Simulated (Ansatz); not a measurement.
Take SrTiO$_{3}$ (space group I4/mcm, No. 140; a = 5.487 Å, c = 7.809 Å) as the base. Axes: x, y, z lie along a, b, c of the conventional cell.

Calculations: Ansatz (an electronic-structure program), PBEsol, PAW, cutoff 420 eV, no spin-orbit coupling.

Strains are applied to the cell and any free atomic positions relax; under stress the whole cell relaxes.

One change was made to it. Results:

| quantity | base | after |
|---|---|---|
| smallest direct gap | 1.98 eV | 1.95 eV |
| band gap | 1.97 eV | 1.94 eV |
| shortest interatomic distance | 1.949 Å | 1.932 Å |

Task: Name the change that was made.
(A) uniaxial stress, 0.5 GPa tension along x
(B) isotropic strain +0.33 %
(C) tensor shear ε_xy = −0.91 %

Result: C, tensor shear ε_xy = −0.91 %. For comparison, the shortest interatomic distance in the other runs: uniaxial stress, 0.5 GPa tension along x gives 1.950 Å; isotropic strain +0.33 % gives 1.955 Å.

Beyond what the load breaks, stability against distortions was not tested. The final runs are not spin-polarised. This is not the structure that SrTiO3 has at room temperature and ambient pressure.
